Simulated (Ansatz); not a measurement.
Consider the following.

End structure of the (111) surface of fcc Ag, clean 1x1 (bottom of the slab: a bare face, its two planes held):

```yaml
crystal:
  lattice:
    - [2.93338, 0.00000, 0.00000]
    - [-1.46669, 2.54038, 0.00000]
    - [0.00000, 0.00000, 28.00000]
  atoms:
    - { symbol: Ag, position: [0.33333, 0.66667, 0.28615] }
    - { symbol: Ag, position: [0.66667, 0.33333, 0.37169] }
    - { symbol: Ag, position: [0.00000, 0.00000, 0.45707] }
    - { symbol: Ag, position: [0.33333, 0.66667, 0.54286] }
    - { symbol: Ag, position: [0.66667, 0.33333, 0.62825] }
    - { symbol: Ag, position: [0.00000, 0.00000, 0.71355] }
```

Slab: 6 atoms, 12.0 Å thick at the start with caps and adatoms (thin: gaps and levels are the slab's own); k 15x15x1, smearing 0.1 eV, dipole-corrected; 2 atoms held, the rest relaxed; start symmetry kept, larger cells not searched; no spin, no spin-orbit, no U.

### Question
Estimate the work function of the top face that PBE in Ansatz (a quantum-chemistry and plane-wave program) returns for this input.

### Answer
4.45 eV
